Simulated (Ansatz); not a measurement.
SiC (model structure, started from the GeS type, Pnma, No. 62, 8 atoms in the cell), treated with PBEsol (Ansatz, a first-principles code, plane waves, PAW).

Numerical settings: plane-wave cutoff 520 eV, 10×18×12 k mesh (along the axes of the cell as run), Fermi–Dirac smearing 0.05 eV, scalar-relativistic PAW data made under PBE.

Cell (relaxed with PBEsol):

```xyz
8
Lattice="5.8115 0.0000 0.0000 0.0000 3.1253 0.0000 0.0000 0.0000 5.1902" Properties=species:S:1:pos:R:3 pbc="T T T"
Si     0.9261     0.7813     2.0970
Si     1.9796     2.3440     4.6921
Si     4.8854     2.3440     3.0932
Si     3.8319     0.7813     0.4981
C      4.7912     0.7813     2.0567
C      3.9261     2.3440    -0.5384
C      1.0203     2.3440     3.1335
C      1.8855     0.7813     5.7286
```

Question: Estimate the band gap and Γ–Γ gap that the calculation returns.

Answer: 
band gap: 2.49 eV (on the SCF k mesh)
Γ–Γ gap: 3.02 eV

Note: the relaxation could raise the start's symmetry but not lower it, so the cell can be a saddle point.

Computed values are for the static lattice.

A model structure was made by putting elements into a prototype or built by hand; it is no filed structure, need not be a known phase, and can be a saddle point held by its symmetry.
